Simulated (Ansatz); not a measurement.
Functionals compared on the (111)A surface of zinc-blende GaAs, Ga-terminated, SH on every top atom (bottom of the slab: 3 H on 4 bottom sites), in Ansatz (plane waves, PAW). The structure was relaxed with PBE; the other rows are single points on it. Cutoff 420 eV (500 eV for r2SCAN).

Model: 43-atom slab, 14.9 Å thick at the start with caps and adatoms, 3x3x1 mesh, Fermi-Dirac 0.025 eV, dipole correction, 8 atoms held, the rest relaxed; no symmetry held; spin-polarised, no spin-orbit, no U. The slab shows no gap on its mesh. The starting moment vanished. It is one candidate, not shown to be the stable structure of the face. These notes are the PBE run's. r2SCAN: The program's check for a lower electronic state was not made.

```json
[
 {"functional": "PBE", "work function of the top face (eV)": "6.07", "rough cost of the single point": "–"},
 {"functional": "r2SCAN", "work function of the top face (eV)": "(withheld)", "rough cost of the single point": "around 50 core-minutes (rough)"}
]
```

### Question
Fill in the missing entries.

### Answer

- r2SCAN, work function of the top face (eV): 6.35

Ansatz is a program for electronic structure.
